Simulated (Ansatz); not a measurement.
Ansatz (a first-principles code) run on Al2Sn2Ba3 (Immm, 7 atoms in the cell): zone-centre phonon calculation.

Computed with LDA (PW92), default PAW files made with PBE (plane waves; Ansatz).

```
Ba3(AlSn)2
1.0
   -2.29700     2.61500    10.31700
    2.29700    -2.61500    10.31700
    2.29700     2.61500   -10.31700
Al Sn Ba
2 2 3
Direct
  0.56220   0.06220   0.50000
  0.43780   0.93780   0.50000
  0.63710   0.63710   0.00000
  0.36290   0.36290   0.00000
  0.00000   0.50000   0.50000
  0.81710   0.81710   0.00000
  0.18290   0.18290   0.00000
```

Reference input (self-consistent single point, DFT, PBEsol, plane waves, default PAW files made with PBE): basis.ecutwfc = 420 eV; kpoints.mp_grid.grid = 7 7 7; hamiltonian.xc = pbesol; hamiltonian.pseudopotentials = {kind: paw} (the program's default PAW files); scf.occupations.method = fermi_dirac; scf.occupations.width = 0.05 eV. This run's input differs from it in these lines:

Ansatz 0.2 input:
```diff
@@ -15,3 +15,3 @@
 basis:
-  ecutwfc: 420.0
+  ecutwfc: 295.0
 kpoints:
@@ -19,3 +19,3 @@
 hamiltonian:
-  xc: pbesol
+  xc: lda
   pseudopotentials: { kind: paw }
@@ -23,6 +23,4 @@
   occupations: { method: fermi_dirac, width: 0.05 }
-output:
-  forces: true
-  eigenvalues: true
-  stress: true
+phonons:
+  method: dfpt
```

Log, with long lists cut:

```
SCF iter   1: F=—  HF=-30127.222682 eV  |F-HF|=—  |Δ(HF+E_count)|=         —  Δρ=4.86e-3  dr2=6.60e-2  ethr=1.77e-3  ⟨swp⟩=11.3  Hψ=13776  notcnv=0
all-band conjugate gradients solve this SCF's bands
preconditioner: auto → Kerker (q_TF=auto, 2.177 Å⁻¹)
SCF iter   2: F=—  HF=-30127.207851 eV  |F-HF|=—  |Δ(HF+E_count)|=   1.48e-2  Δρ=2.51e-3  dr2=2.74e-2  ethr=1.03e-4  ⟨swp⟩=2.0  Hψ=3501  notcnv=0
   [... lines left out ...]
SCF iter   8: F=—  HF=-30127.203506 eV  |F-HF|=—  |Δ(HF+E_count)|=   1.58e-9  Δρ=1.59e-6  dr2=9.56e-9  ethr=9.16e-11  ⟨swp⟩=2.0  Hψ=4354  notcnv=0  defer=1
SCF iter   9: F=—  HF=-30127.203506 eV  |F-HF|=—  |Δ(HF+E_count)|=   2.54e-9  Δρ=3.97e-7  dr2=9.22e-10  ethr=1.49e-11  ⟨swp⟩=2.0  Hψ=4352  notcnv=0  defer=2
SCF iter  10: F=—  HF=-30127.203506 eV  |F-HF|=—  |Δ(HF+E_count)|=  1.31e-10  Δρ=1.01e-7  dr2=1.04e-10  ethr=1.44e-12  ⟨swp⟩=2.2  Hψ=4356  notcnv=0  defer=2
SCF iter  11: F=-30127.203506 eV  HF=-30127.203506 eV  |F-HF|=3.64e-12  |Δ(HF+E_count)|=  2.55e-11  Δρ=2.67e-8  dr2=3.92e-12  ethr=1.00e-12  ⟨swp⟩=6.3  Hψ=11981  notcnv=0
SCF 1 converged in 11 iterations: F = -30127.203506 eV  dr2 = 3.92e-12
DFPT response loops at Γ: preconditioner auto → Kerker (q_TF=auto, 2.177 Å⁻¹) (partly filled bands, converged f_vac=0.000) …
Free energy (F): -30127.203506 eV
Internal energy: -30127.178026 eV  (E = F + TS)
E sigma→0 (E₀):  -30127.190766 eV
Entropy (-TS):   -0.025480 eV (-3.640 meV/atom)
Fermi energy:    7.355027 eV
--- Phonons (Γ-DFPT): 12 representative perturbations + reference, on 64 of 343 k-points (Σ response iterations 39) ---
  k mesh reduced under 4 symmetry operations, with k and −k counted as one. Each operation leaves every solved displacement unchanged or reverses it
  ASR residual: 7.713e-5 → 0.000e0 eV/Å²; symmetrization residual: 5.750e-6 eV/Å²
  ASR residual per site (eV/Å²): 5.27e-6 5.27e-6 2.51e-5 2.51e-5 7.71e-5 5.67e-5 5.67e-5
  Γ frequencies (cm⁻¹): 0.00 0.00 0.00 42.86 45.37 60.46 63.45 71.52 73.42 84.95 85.10 87.47 88.59 91.37 95.79 119.02 140.83 208.19 238.45 245.44 342.48
  non-analytic LO–TO correction: not included (Born effective charges unavailable; polar crystals: no LO–TO splitting at Γ)
```

The run converged in 11 iterations. 

Summary of the result:
* **Free energy E − TS (on the zero of these files)**: -30127.2035 eV
* **Fermi level (on the code's own zero)**: 7.36 eV
* **Zone-centre frequencies (cm⁻¹; negative means imaginary)**: 0, 0, 0, 43, 45, 60, 63, 72, 73, 85, 85, 87, 89, 91, 96, 119, 141, 208, 238, 245, 342

The starting cell comes from a database of published, mostly measured structures (it also holds non-ambient and calculated ones), without a prior relaxation at this level. The cutoff lies below the one recommended for these files.

Cost on one core of a shared machine: roughly 30 min.
